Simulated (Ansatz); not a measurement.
Start from Ti in the hcp (Mg type) structure (space group P6_3/mmc, No. 194; a = 2.9359 Å, c = 4.6364 Å). Axes: x lies along a and z along c of the hexagonal cell.

Level of theory: r2SCAN (Ansatz, a program for electronic structure), no spin-orbit coupling.

Before the change:

| Quantity | Value |
|---|---|
| Pressure | 0.0 GPa |

Modification: the symmetric strain tensor [-0.0095 0.0056 0.0064; 0.0056 -0.0045 0.0061; 0.0064 0.0061 0.0019], atoms relaxed at fixed cell.

What does the calculation give for the pressure and energy relative to the base after the change?

The pressure (mean of the normal stresses, compression positive) goes from zero to 1.5 GPa; the energy rises by 2.6 meV/atom.

Without a gap, meshes like the base's 18×18×10 leave anisotropic stresses uncertain by several tenths of a GPa, and small strain energies with them. Stability against distortions was not tested. All final runs are without spin polarisation.
